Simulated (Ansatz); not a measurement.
## InP: strain tensor (xx, yy, zz, yz, xz, xy) = (+0.67, −1.77, +0.16, −1.06, +1.58, −0.78) %

Consider InP in the zinc blende structure (space group F-43m, No. 216; a = 5.907 Å). Axes: x, y, z lie along the cube axes.

Now apply this change: strain tensor (xx, yy, zz, yz, xz, xy) = (+0.67, −1.77, +0.16, −1.06, +1.58, −0.78) %, atoms relaxed at fixed cell.

All numbers come from r2SCAN (Ansatz, a program for electronic structure), without spin-orbit coupling. Settings: 10×10×10 k-points, 0.05 eV Fermi–Dirac smearing.

| quantity | base | changed | shift |
|---|---|---|---|
| volume per atom | 25.76 Å³ | 25.51 Å³ | -0.256 Å³ |
| space group | F-43m (No. 216) | P1 (No. 1) | – |
| shortest interatomic distance | 2.558 Å | 2.540 Å | -0.018 Å |
| energy relative to the base (free energy F) | 0 meV/atom | +7.9 meV/atom | +7.9 meV/atom |
| band gap | 1.03 eV | 0.94 eV | -0.09 eV |
| gap character | direct at Γ | direct at Γ | – |
| valence-band top at Γ (three highest levels, from the VBM) | 0.00, 0.00, 0.00 eV | 0.00, -0.05, -0.29 eV | – |
| valley order (the lowest conduction-band minima on the path, energy above the VBM, named in the base's zone) | Γ 1.03 eV; L along ⟨111⟩ 1.80 eV; X along ⟨100⟩ 2.04 eV | Γ 0.94 eV; L along [1-1-1] 1.53 eV; L along [11-1] 1.57 eV; L along [111] 1.69 eV | – |
| stress (xx, yy, zz, yz, xz, xy; compression positive) | – | (0.24, 1.27, 0.49, 1.01, -1.44, 0.75) GPa | – |

Final structure:

```yaml
crystal:
  lattice:
    - [0.02363, 2.87007, 2.92707]
    - [3.01981, -0.05405, 3.00475]
    - [2.95041, 2.87834, 0.01536]
  atoms:
    - { symbol: P, position: [0.75317, 0.74448, 0.75216] }
    - { symbol: In, position: [0.99683, 0.00552, 0.99784] }
```

Stability against distortions was not tested. k-point labels follow each cell's own Brillouin zone.
